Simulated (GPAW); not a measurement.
Band structure of ZrN (F-43m, 2 atoms in the cell).

```xyz
2
Lattice="0.0000 2.4954 2.4954 2.4954 0.0000 2.4954 2.4954 2.4954 0.0000" Properties=species:S:1:pos:R:3 pbc="T T T"
Zr     0.0000     0.0000     0.0000
N      3.7431     3.7431     3.7431
```

Computed with LDA (Perdew-Wang 92), GPAW PAW datasets LDA (gpaw-data 1.0.1) (plane waves; GPAW).

Settings: mode = pw; ecut = 900 eV; xc = LDA; kpts = 11 11 11; mesh shift (steps) = 0 0 0; occupations.name = fermi-dirac; occupations.width = 0.1 eV; nbands = -6; convergence.density = 1e-05 e/electron; symmetry.symmorphic = false; symmetry.tolerance = 0.0005; maxiter = 100; bandpath_npoints = 40.

The starting cell comes from a database of computed structures (which also holds hypothetical and non-ambient phases and stackings), without a prior relaxation at this level.

Levels in eV from the Fermi level, bands 6 to 12:
```
point      6      7      8      9    10    11    12
-----  -----  -----  -----  -----  ----  ----  ----
Γ      -5.13  -5.13  -5.13  -0.15  1.66  1.66  5.81
X      -6.16  -3.25  -3.25  -0.92  2.12  3.13  3.89
W      -5.16  -4.34  -3.24  -1.07  1.06  2.92  4.23
K      -5.54  -3.66  -3.62  -1.05  1.98  2.07  4.83
L      -4.86  -4.55  -4.55   1.33  2.16  2.16  4.56
U      -5.54  -3.66  -3.62  -1.05  1.98  2.07  4.83
```

Bands cross the Fermi level along this path, so the cell is metallic at this level.
